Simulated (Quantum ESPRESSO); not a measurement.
Input and output of a self-consistent single point for TiB₂Mo (Amm2, 4 atoms in the cell) (Quantum ESPRESSO).

Method: LDA (PZ), GBRV 1.5 ultrasoft (LDA) pseudopotentials (plane waves; Quantum ESPRESSO).

The change in words: lattice scaled by 0.98. Reference geometry:
```
TiB2Mo
1.0
    3.11544     0.00000     0.00000
    0.00000     1.60565     4.26666
    0.00000    -1.60565     4.26666
Ti B Mo
1 2 1
Direct
  0.00000   0.14730   0.14730
  0.50000   0.55875   0.55875
  0.00000   0.43994   0.43994
  0.50000   0.85402   0.85402
```

Reference input (self-consistent single point, DFT, LDA (PZ), plane waves, GBRV 1.5 ultrasoft (LDA) pseudopotentials): ecutwfc = 50 Ry; ecutrho = 400 Ry; occupations = smearing; smearing = fd; degauss = 0.0073499 Ry; potentials = {Ti: ti_lda_v1.4.uspp.F.UPF, B: b_lda_v1.4.uspp.F.UPF, Mo: mo_lda_v1.uspp.F.UPF}; K_POINTS = automatic 10 10 10 0 0 0; conv_thr = 1e-09 Ry; mixing_beta = 0.3. This run's input differs from it in these lines:

```diff
@@ -27,5 +27,5 @@
 CELL_PARAMETERS {angstrom}
-   3.11544000     0.00000000     0.00000000
-   0.00000000     1.60565100     4.26666200
-   0.00000000    -1.60565100     4.26666200
+   3.05313100     0.00000000     0.00000000
+   0.00000000     1.57353800     4.18132900
+   0.00000000    -1.57353800     4.18132900
 ATOMIC_POSITIONS {crystal}
```

Output (repeated stretches shortened):

```
     Self-consistent Calculation

     iteration #  1     ecut=    50.00 Ry     beta= 0.30

     negative rho (up, down):  5.644E-04 0.000E+00

     total energy              =    -271.06824654 Ry
     estimated scf accuracy    <       2.44267188 Ry

     iteration #  2     ecut=    50.00 Ry     beta= 0.30

     negative rho (up, down):  6.262E-04 0.000E+00

     total energy              =    -271.59459800 Ry
     estimated scf accuracy    <       1.53338379 Ry

     iteration #  3     ecut=    50.00 Ry     beta= 0.30

     negative rho (up, down):  6.460E-04 0.000E+00

     total energy              =    -271.72672461 Ry
     estimated scf accuracy    <       0.05871780 Ry

   [... 10 blocks of this kind left out ...]

     iteration # 14     ecut=    50.00 Ry     beta= 0.30

     negative rho (up, down):  4.970E-04 0.000E+00

     total energy              =    -271.76477747 Ry
     estimated scf accuracy    <          2.2E-09 Ry

     iteration # 15     ecut=    50.00 Ry     beta= 0.30

     negative rho (up, down):  4.970E-04 0.000E+00
     End of self-consistent calculation

     Number of k-points >= 100: set verbosity='high' to print the bands.

     the Fermi energy is    17.5986 ev

!    total energy              =    -271.76477747 Ry
     estimated scf accuracy    <          7.2E-10 Ry
     smearing contrib. (-TS)   =      -0.00202117 Ry
     internal energy E=F+TS    =    -271.76275630 Ry

     convergence has been achieved in  15 iterations

     negative rho (up, down):  4.970E-04 0.000E+00

     Forces acting on atoms (cartesian axes, Ry/au):

     atom    1 type  1   force =     0.00000000    0.00000000   -0.00171073
     atom    2 type  2   force =     0.00000000    0.00000000    0.00094207
     atom    3 type  2   force =     0.00000000    0.00000000    0.00263444
     atom    4 type  3   force =     0.00000000    0.00000000   -0.00186578

     Total force =     0.003773     Total SCF correction =     0.000071

     negative rho (up, down):  4.970E-04 0.000E+00
          total   stress  (Ry/bohr**3)                   (kbar)     P=      -40.28
  -0.00025473   0.00000000   0.00000000          -37.47        0.00        0.00
   0.00000000  -0.00029730   0.00000000            0.00      -43.73        0.00
   0.00000000   0.00000000  -0.00026933            0.00        0.00      -39.62

   JOB DONE.
```

The run converged in 15 iterations. Against the reference run the free energy falls by 46.0 meV/atom, the pressure goes from -19.01 to -4.03 GPa and the largest force goes from 0.187 to 0.068 eV/Å.

The starting cell comes from a database of computed structures (which also holds hypothetical and non-ambient phases and stackings), without a prior relaxation at this level. Its lattice was rescaled by a random factor within 2.5 % of one. For this run, on top of that: lattice scaled by 0.98. Spin polarisation is off. With a pressure of about -4 GPa the cell is away from its equilibrium volume at this level.

Cost on one core of a shared machine: roughly 4 min.
